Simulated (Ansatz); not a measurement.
Cost and result by functional for the surface energy of the (211) surface of tetragonal indium in its 1x1 cell, outermost plane spacing 1.43 Å in the ideal cut, in Ansatz (plane waves, PAW). Single points on the PBE structure, on one kind of machine; costs are rough ratios of the slab run's core time (references not counted) to the cheapest single point. r2SCAN's cost holds its higher cutoff (500 against 420 eV). Differences are taken against r2SCAN for comparison alone: no measured value is at hand, so the table doesn't rank accuracy.

Model: 8-atom slab, 10.0 Å thick at the start (thin: gaps and levels are the slab's own), 11x7x1 mesh, Fermi-Dirac 0.1 eV, dipole correction, all atoms relaxed; held to the start's symmetry, so lower structures may exist; no spin, no spin-orbit, no U. These notes are the PBE run's.

```csv
functional,relative cost,surface energy (J/m²),less r2SCAN (J/m²)
RPBE,1,0.25,-0.13
PBEsol,1,0.48,0.10
LDA,1,0.53,0.15
r2SCAN,2,0.38,0.00
PBE (the relaxed run's value),–,0.35,-0.03
```

The values span 0.28 J/m², while the single points' costs differ by a factor of roughly 2. Differences are of unrounded values.

Ansatz is an electronic-structure program.
